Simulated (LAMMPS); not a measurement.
System: ZnO (wurtzite), 432 atoms, at 300 K and 0 GPa, heated as the crystal.

All values are model results, not measurements: classical MD, Buckingham potential of Lewis and Catlow, J. Phys. C 18, 1149 (1985), first set, used with rigid ions (no shells), PPPM sums, short-range terms cut at 10 Å, modified for these runs by an r^-4 repulsive force inside the short-range force's maximum, run in LAMMPS.

```tsv
frequency (THz)	spectral density (1/THz), total	spectral density (1/THz), O	spectral density (1/THz), Zn
0.7065	0.0000	0.0000	0.0000
1.272	0.0003	0.0000	0.0002
1.837	0.0052	0.0009	0.0043
2.402	0.0110	0.0017	0.0093
2.968	0.0516	0.0074	0.0442
3.533	0.0605	0.0074	0.0530
4.098	0.0816	0.0082	0.0733
4.663	0.0748	0.0064	0.0685
5.229	0.1134	0.0078	0.1055
5.794	0.0949	0.0055	0.0894
6.360	0.0696	0.0038	0.0658
6.925	0.0675	0.0041	0.0634
7.490	0.0593	0.0047	0.0547
8.055	0.0710	0.0062	0.0649
8.620	0.0818	0.0094	0.0724
9.186	0.0633	0.0156	0.0476
9.751	0.0238	0.0143	0.0095
10.32	0.0546	0.0467	0.0078
10.88	0.0799	0.0687	0.0112
11.45	0.0699	0.0618	0.0081
12.01	0.0860	0.0781	0.0079
12.58	0.0698	0.0656	0.0042
13.14	0.0524	0.0493	0.0031
13.71	0.0424	0.0400	0.0024
14.27	0.0262	0.0250	0.0011
14.84	0.0304	0.0295	0.0009
15.40	0.0111	0.0106	0.0004
15.97	0.0129	0.0125	0.0004
16.53	0.0191	0.0185	0.0006
17.10	0.0170	0.0163	0.0007
17.66	0.0146	0.0141	0.0005
18.23	0.0125	0.0120	0.0005
18.80	0.0085	0.0081	0.0004
19.36	0.0221	0.0212	0.0009
19.93	0.0239	0.0227	0.0012
20.49	0.0213	0.0199	0.0014
21.06	0.0200	0.0185	0.0015
21.62	0.0241	0.0220	0.0021
22.19	0.0275	0.0250	0.0024
22.75	0.0230	0.0206	0.0024
23.32	0.0195	0.0172	0.0023
23.88	0.0139	0.0120	0.0019
24.45	0.0158	0.0135	0.0024
25.01	0.0096	0.0080	0.0016
25.58	0.0069	0.0057	0.0012
26.14	0.0024	0.0020	0.0004
26.71	0.0006	0.0005	0.0001
27.27	0.0003	0.0003	0.0000
27.84	0.0002	0.0002	0.0000
```

The data show:
- state found: crystal; no diffusion seen in 21 ps
- mean frequency of the velocity spectrum: 10.6 THz

Caution: the potential ionic pair potential lewis1985a is fitted to static crystal properties with a polarisable anion, which is rigid here.
